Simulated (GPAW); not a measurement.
Worked example: self-consistent single point of Rb (Im-3m, 1 atom in the cell) in GPAW.

Level of theory: LDA (Perdew-Wang 92), GPAW PAW datasets LDA (gpaw-data 1.0.1) (plane waves; GPAW 25.7.0).

```
Rb
1.0
   -2.83347     2.83347     2.83347
    2.83347    -2.83347     2.83347
    2.83347     2.83347    -2.83347
Rb
1
Direct
  0.00000   0.00000   0.00000
```

Reference input (self-consistent single point, DFT LDA (Perdew-Wang 92), plane waves, GPAW PAW datasets LDA (gpaw-data 1.0.1)): mode = pw; ecut = 600 eV; xc = LDA; kpts = 5 5 5; mesh shift (steps) = 0 0 0; occupations.name = fermi-dirac; occupations.width = 0.1 eV; nbands = -9; convergence.density = 1e-05 e/electron; convergence.energy = 1e-05 eV/electron; symmetry.symmorphic = false; symmetry.tolerance = 0.0005. This run's input differs from it in these lines:

```diff
@@ -13,4 +13,4 @@
             xc='LDA',
-            kpts=(5, 5, 5),
-            occupations={'name': 'fermi-dirac', 'width': 0.1},
+            kpts=(9, 9, 9),
+            occupations={'name': 'fermi-dirac', 'width': 0.02},
             nbands=-9,
```

The program printed (abridged):

```
     iter     time        total  log10-change:
                         energy   eigst   dens
iter:   1 --:--:--    -1.161037
iter:   2 --:--:--    -1.142507   -2.71  -1.37
iter:   3 --:--:--    -1.028819   -2.29  -1.40
iter:   4 --:--:--    -1.028656   -4.01  -1.83
iter:   5 --:--:--    -1.029691   -3.72  -1.78
iter:   6 --:--:--    -1.029493   -4.24  -2.45
iter:   7 --:--:--    -1.029491   -5.48  -3.16
iter:   8 --:--:--    -1.029499c  -5.82  -3.20
iter:   9 --:--:--    -1.029489c  -6.25  -3.46
iter:  10 --:--:--    -1.029489c  -7.45c -4.50
iter:  11 --:--:--    -1.029489c  -8.21c -4.31
iter:  12 --:--:--    -1.029489c  -8.94c -5.10c
Converged after 12 iterations.

Dipole moment: (0.000000, -0.000000, 0.000000) |e|*Ang

Energy contributions relative to reference atoms: (reference = -81006.756710)

Kinetic:         +0.482602
Potential:       -0.452815
External:        +0.000000
XC:              -1.046903
Entropy (-ST):   -0.001807
Local:           -0.011469
SIC:             +0.000000
--------------------------
Free energy:     -1.030392
Extrapolated:    -1.029489

Showing only first 2 kpts
 Kpt  Band  Eigenvalues  Occupancy
  0     2    -11.94687    2.00000
  0     3    -11.94687    2.00000
  0     4     -1.02008    2.00000
  0     5      4.55220    0.00000

  1     2    -11.95075    2.00000
  1     3    -11.94685    2.00000
  1     4     -0.87364    2.00000
  1     5      4.33270    0.00000

Fermi level: 0.94462

No gap
No difference between direct/indirect transitions
Energy (eV): -1.029489

Forces in eV/Ang:
  0 Rb    0.00000    0.00000    0.00000

Stress tensor:
     0.002728    -0.000000    -0.000000
    -0.000000     0.002728     0.000000
    -0.000000     0.000000     0.002728
Stress (GPa, Voigt): [ 0.437  0.437  0.437  0.    -0.    -0.   ]
```

The run converged in 12 iterations. GPAW prints stress with tension positive. Against the reference run the free energy rises by 19.1 meV/atom and the pressure stays at -0.44 GPa.

The starting cell has typed, rounded lattice constants, without a prior relaxation at this level. Its lattice was rescaled by up to half a per cent.
